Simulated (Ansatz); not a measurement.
CsCl-type ScAg, treated with PBEsol in Ansatz (plane waves, PAW).

Numerical settings: plane-wave cutoff 520 eV, 16×16×16 k mesh, Fermi–Dirac smearing 0.05 eV, no spin polarisation, scalar-relativistic PAW data made under PBE.

Cell (relaxed at this level):

Space group Pm-3m (No. 221); a = b = c = 3.382 Å, α = β = γ = 90.00°

```tsv
atom	site	symmetry	x	y	z
Sc	1b	m-3m	0.5000	0.5000	0.5000
Ag	1a	m-3m	0.0000	0.0000	0.0000
```

Question: Predict the bulk modulus B0.

Answer: 
- bulk modulus B0 = 92.4 GPa

The run finds no gap.

Note: the bulk modulus is −V dP/dV from two relaxed cells at ±2 % in volume.

Ansatz is an electronic-structure program.
